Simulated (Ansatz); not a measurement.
System: interstitial Sc in wurtzite AlN (charge state +3). All values below come from PBE, PAW (plane waves to 420 eV; Ansatz, a quantum-chemistry and plane-wave program).

72-site cell at the relaxed PBE lattice, a 2×2×2 k-point mesh shifted by half a step along c, smearing 0.01 eV, spin-restricted, no finite-size correction. No zero-point or tunnelling terms. The charge state is imposed; whether it is stable for some Fermi level was not computed. Sites that were not tried may lie lower. The start lies 0.10 eV above the lowest site run (PBE).

Relaxed starting cell (atoms counted from 1):

```
CELL_PARAMETERS angstrom
      9.39076     0.00000     0.00000
     -4.69538     8.13264     0.00000
      0.00000     0.00000    10.03632
ATOMIC_POSITIONS crystal
  Al 0.22242 0.11169 0.24561
  Al 0.21848 0.10972 0.74538
  Al 0.22376 0.44549 0.24832
  Al 0.22348 0.44512 0.75221
  Al 0.22376 0.77923 0.24832
  Al 0.22347 0.77931 0.75221
  Al 0.55200 0.10087 0.26357
  Al 0.54110 0.10346 0.74079
  Al 0.55200 0.45210 0.26359
  Al 0.54110 0.43859 0.74078
  Al 0.55669 0.77883 0.24839
  Al 0.55574 0.77835 0.75035
  Al 0.89000 0.11298 0.25065
  Al 0.89918 0.10305 0.73608
  Al 0.90826 0.45460 0.28134
  Al 0.89902 0.44998 0.72737
  Al 0.89000 0.77796 0.25066
  Al 0.89918 0.79709 0.73606
  Al 0.11511 0.22479 0.49453
  Al 0.10774 0.22272 0.99947
  Al 0.12295 0.56195 0.50449
  Al 0.10976 0.55536 0.00211
  Al 0.11511 0.89127 0.49453
  Al 0.10773 0.88596 0.99947
  Al 0.44074 0.22084 0.50021
  Al 0.42217 0.21157 0.98570
  Al 0.44236 0.55868 0.50112
  Al 0.44550 0.55675 0.00079
  Al 0.44236 0.88464 0.50112
  Al 0.44550 0.88969 0.00079
  Al 0.77700 0.21700 0.50326
  Al 0.78201 0.21110 0.90996
  Al 0.77701 0.56096 0.50325
  Al 0.78202 0.57187 0.90991
  Al 0.77611 0.88853 0.49373
  Al 0.77800 0.88948 0.99949
  N  0.22487 0.11291 0.43458
  N  0.21039 0.10567 0.93547
  N  0.22347 0.44617 0.43823
  N  0.22150 0.44452 0.94228
  N  0.22346 0.77825 0.43823
  N  0.22150 0.77793 0.94227
  N  0.55423 0.10996 0.45079
  N  0.55485 0.11633 0.93667
  N  0.55422 0.44522 0.45081
  N  0.55487 0.43949 0.93667
  N  0.55480 0.77788 0.43822
  N  0.55673 0.77884 0.94066
  N  0.89066 0.11234 0.44295
  N  0.89430 0.10461 0.92823
  N  0.89207 0.44650 0.46816
  N  0.88481 0.44288 0.93025
  N  0.89067 0.77928 0.44296
  N  0.89429 0.79064 0.92822
  N  0.11125 0.22307 0.18889
  N  0.11684 0.22625 0.68449
  N  0.11108 0.55602 0.19320
  N  0.11971 0.56033 0.69209
  N  0.11124 0.88913 0.18889
  N  0.11684 0.89154 0.68449
  N  0.45479 0.22788 0.18441
  N  0.43955 0.22025 0.68918
  N  0.44598 0.55661 0.19048
  N  0.44248 0.55795 0.69077
  N  0.44598 0.89033 0.19048
  N  0.44247 0.88548 0.69077
  N  0.77985 0.23170 0.21248
  N  0.77662 0.21731 0.70550
  N  0.77985 0.54909 0.21253
  N  0.77663 0.56027 0.70550
  N  0.77992 0.89043 0.18977
  N  0.77362 0.88729 0.68213
  Sc 0.70097 0.35099 0.09312
```
Cell charge +3.

End state 1 differs by these moves (Å; atoms that move under 0.08 Å are left out):

| atom | element | Δx | Δy | Δz |
|---|---|---|---|---|
| 7 | Al | -0.01 | 0.02 | -0.09 |
| 8 | Al | 0.10 | 0.03 | 0.07 |
| 9 | Al | -0.06 | 0.01 | 0.10 |
| 14 | Al | -0.10 | 0.05 | 0.08 |
| 16 | Al | 0.04 | -0.10 | 0.09 |
| 32 | Al | 0.05 | -0.05 | 0.72 |
| 34 | Al | 0.04 | 0.00 | -0.13 |
| 43 | N | 0.01 | 0.02 | -0.09 |
| 51 | N | 0.01 | -0.01 | -0.10 |
| 67 | N | 0.00 | 0.00 | -0.28 |
| 68 | N | 0.00 | 0.00 | -0.13 |
| 69 | N | -0.05 | 0.03 | 0.12 |
| 73 | Sc | -0.24 | 0.22 | -0.01 |

Problem. What forward and backward barriers to end state 1 does PBE, PAW give?

Solution. forward 0.049 eV, backward 0.15 eV; at the saddle point atom 32 has neighbours N at 1.78, N at 1.87, N at 1.91 Å. The saddle point's order was not checked.
